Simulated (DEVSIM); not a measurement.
Simulated with DEVSIM: 1D drift-diffusion, Boltzmann statistics, complete ionisation; no tunnelling, impact ionisation, image-force lowering or self-heating.

System: abrupt Si n-p junction, at 350 K.

```tsv
layer (left to right)	material	thickness (μm)	Nd (cm⁻³)	Na (cm⁻³)	τn (s)	τp (s)
1	Si	26.0	1.1e19	-	0.00057	0.00057
2	Si	27.0	-	3.1e16	0.00057	0.00057
```

Left contact: ohmic. Right contact: ohmic. Voltage is applied to the left contact. Recombination: SRH at mid-gap, Auger. Gap narrowing is on: ΔEg = 6.92 meV × (l + √(l² + 0.5)), l = ln(N/1.3e17 cm⁻³), shared equally by both band edges. Mobility is μmin + (μ − μmin)/(1 + (N/Nref)^α).

This is a model device: material constants are rounded textbook-type values typed into the input, and sizes, dopings and lifetimes were drawn at random. Values at 300 K; Nc and Nv go as T^1.5, mobilities as T to minus their exponent, the gap by Varshni's rule with the affinity fixed.

| parameter | Si |
|---|---|
| gap (eV) | 1.124 |
| affinity (eV) | 4.05 |
| permittivity | 11.7 |
| Nc (cm⁻³) | 2.86e19 |
| Nv (cm⁻³) | 3.1e19 |
| μn (cm²/Vs) | 1417 |
| μp (cm²/Vs) | 470 |
| μn,min | 52 |
| μp,min | 45 |
| Nref,n | 9.7e16 |
| Nref,p | 2.2e17 |
| αn | 0.68 |
| αp | 0.72 |
| T exponent of μn | 2.3 |
| T exponent of μp | 2.2 |
| Cn (cm⁶/s) | 2.8e-31 |
| Cp (cm⁶/s) | 9.9e-32 |
| Varshni α (eV/K) | 0.000473 |
| Varshni β (K) | 636 |

One input was changed, with this effect: dark forward voltage at 100 A/cm² 0.734 → 0.709 V; dark forward voltage at 1 A/cm² 0.571 → 0.531 V; potential step across the device at zero bias 0.828 → 0.792 V; largest field in the device at zero bias 160000 → 140000 V/cm.

Which change was it?
A. minority lifetime in layer 2 0.00057 → 5.7e-05 s
B. constant mobility in place of the doping-dependent one
C. doping Na of layer 2 3.1e+16 → 9.3e+15 cm^-3
D. Auger recombination switched off
E. minority lifetime in layer 1 0.00057 → 0.0057 s

C, doping Na of layer 2 3.1e+16 → 9.3e+15 cm^-3
